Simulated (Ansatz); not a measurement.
# Effect of pressure 0.9 GPa on Cu

The reference is Cu in the fcc (Cu type) structure (space group Fm-3m, No. 225; a = 3.6297 Å).

It is then changed as follows: cell and atoms relaxed at a pressure of 0.9 GPa.

All numbers come from PBE in Ansatz (plane waves to 420 eV, PAW, scalar-relativistic without spin-orbit coupling). Settings: 22×22×22 k-points, 0.05 eV Fermi–Dirac smearing.

- Density = 8.88 g/cm³ (base 8.83 g/cm³)
- Lattice parameter a = 3.622 Å (base 3.630 Å)
- Shortest interatomic distance = 2.561 Å (base 2.567 Å)
- Enthalpy H = E + PV relative to the base's energy = +0.07 eV/atom
- Band gap = zero (base zero)

Final structure:

```
CELL_PARAMETERS angstrom
      0.00000     1.81099     1.81099
      1.81099     0.00000     1.81099
      1.81099     1.81099     0.00000
ATOMIC_POSITIONS crystal
  Cu 0.00000 0.00000 0.00000
```

Cost of the whole job for the changed cell (relaxation, final SCF and bands): roughly 10 core-seconds.

Load acts through the strain it causes; cell and atoms are relaxed under it. No phonon test of stability was made. All final runs are without spin polarisation.

Ansatz is an electronic-structure program.
